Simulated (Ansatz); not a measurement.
The parent structure is CsPbCl₃ in the cubic perovskite structure (space group Pm-3m, No. 221; a = 5.736 Å).

Perturbation: a negative pressure, −1 GPa.

The values are results of PBE/PAW in Ansatz (a quantum-chemistry and plane-wave program), spin-orbit coupling left out, not measurements.

Base, band edges from the VBM (valence, conduction): M -0.70, 2.72; R 0.00, 2.21; X -1.44, 3.14; Γ -2.04, 3.67 eV.

### Question
Give the band edges at the high-symmetry points of the new zone, measured from its valence-band maximum.

### Answer
```
point  valence edge (eV)  conduction edge (eV)
-----  -----------------  --------------------
Γ                  -1.71                  3.89
X                  -1.26                  3.20
M                  -0.61                  2.83
R                   0.00                  2.38
```

The gap is 2.38 eV, direct at R.

Spin-orbit coupling, missing from the scalar runs, can matter with Pb. Load acts through the strain it causes; cell and atoms are relaxed under it. Stability against distortions was not tested. Many cubic perovskites are stable only at high temperature; tilts and polar distortions were not tested. This is not the structure that CsPbCl3 has at room temperature and ambient pressure.
